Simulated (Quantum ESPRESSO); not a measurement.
Checking a run of Quantum ESPRESSO on YMg14Ga (Amm2, 16 atoms in the cell). The aim is a self-consistent single point with DFT, PBEsol, plane waves, GBRV 1.5 ultrasoft (PBESOL) pseudopotentials.

Cell that was meant: a = 10.3781 Å, b = 6.4783 Å, c = 6.4783 Å, α = 57.82°, β = 90.00°, γ = 90.00°.

Part of the input:

```fortran
Mg    7.64958636    0.00000000    9.39037378
Ga    5.18904500    0.00000000    7.43660258
K_POINTS {automatic}
1 1 1  0 0 0
```

Log, with long lists cut:

```
     Message from routine setup:
     using ibrav=0 with symmetry is DISCOURAGED, use correct ibrav instead
     G-vector sticks info
   [... lines left out ...]

     number of k points=     1  Marzari-Vanderbilt smearing, width (Ry)=  0.0037
                       cart. coord. in units 2pi/alat
        k(    1) = (   0.0000000   0.0000000   0.0000000), wk =   2.0000000

     Dense  grid:   335977 G-vectors     FFT dimensions: ( 125,  80,  80)

     Smooth grid:   118887 G-vectors     FFT dimensions: (  90,  60,  60)

     Initial potential from superposition of free atoms

     starting charge     164.7927, renormalised to     170.0000
     Self-consistent Calculation

     iteration #  1     ecut=    50.00 Ry     beta= 0.30
     Minimization algorithm failed to find Fermi energy: reverting to bisection
     Possible cause: smearing is larger than the electronic band-gap.

     total energy              =   -2258.53341088 Ry
     estimated scf accuracy    <       4.85226057 Ry

     iteration #  2     ecut=    50.00 Ry     beta= 0.30

     total energy              =   -2258.38487772 Ry
     estimated scf accuracy    <       3.88831346 Ry

     iteration #  3     ecut=    50.00 Ry     beta= 0.30

     total energy              =   -2258.31959994 Ry
     estimated scf accuracy    <       9.38727443 Ry

   [... 14 blocks of this kind left out ...]

     iteration # 18     ecut=    50.00 Ry     beta= 0.30

     total energy              =   -2258.84378493 Ry
     estimated scf accuracy    <          1.8E-10 Ry

     iteration # 19     ecut=    50.00 Ry     beta= 0.30
     End of self-consistent calculation

     the Fermi energy is     5.0953 ev

!    total energy              =   -2258.84378493 Ry
     estimated scf accuracy    <          3.5E-11 Ry
     smearing contrib. (-TS)   =       0.00069726 Ry
     internal energy E=F+TS    =   -2258.84448219 Ry

     convergence has been achieved in  19 iterations

     Forces acting on atoms (cartesian axes, Ry/au):

     atom    1 type  1   force =     0.00000000    0.00000000    0.05781284
     atom    2 type  2   force =     0.00000000    0.00000000   -0.00756263
     atom    3 type  2   force =     0.00000000    0.00000000   -0.00559169
     atom    4 type  2   force =     0.00000000    0.00706102    0.00360690
   [... lines left out ...]

     Total force =     0.073671     Total SCF correction =     0.000032

          total   stress  (Ry/bohr**3)                   (kbar)     P=        1.54
  -0.00052259   0.00000000   0.00000000          -76.88        0.00        0.00
   0.00000000   0.00009932   0.00000000            0.00       14.61        0.00
   0.00000000   0.00000000   0.00045469            0.00        0.00       66.89

   JOB DONE.
```

Q: Is anything amiss in this input, and did it matter?

A: The run is not sound. The fault is a single k-point for a small metallic cell. One k-point cannot sample the Fermi surface of a small cell. To fix it, use a converged k-point mesh. The run converged in 19 iterations without an error; against the sound input the free energy rises by 418 meV/atom, the pressure goes from -0.99 to 0.15 GPa and the largest force goes from 0.177 to 1.486 eV/Å. The full log also holds: “WARNING: integrated charge=   170.00022537, expected=   170.00000000” and “WARNING: integrated charge=   170.00016644, expected=   170.00000000”.

The sound input it was made from differs as follows (other fixes are possible):
```diff
-1 1 1  0 0 0
+2 4 4  1 1 1
```

With that input, the run converged in 15 iterations: free energy E − TS -30739.8204 eV; Fermi level (on the code's own zero) 6.04 eV; pressure -0.99 GPa; largest force (vector length) 0.177 eV/Å (DFT, PBEsol, plane waves, GBRV 1.5 ultrasoft (PBESOL) pseudopotentials).

On the sound input: the starting cell comes from a database of computed structures (which also holds hypothetical and non-ambient phases and stackings), without a prior relaxation at this level.
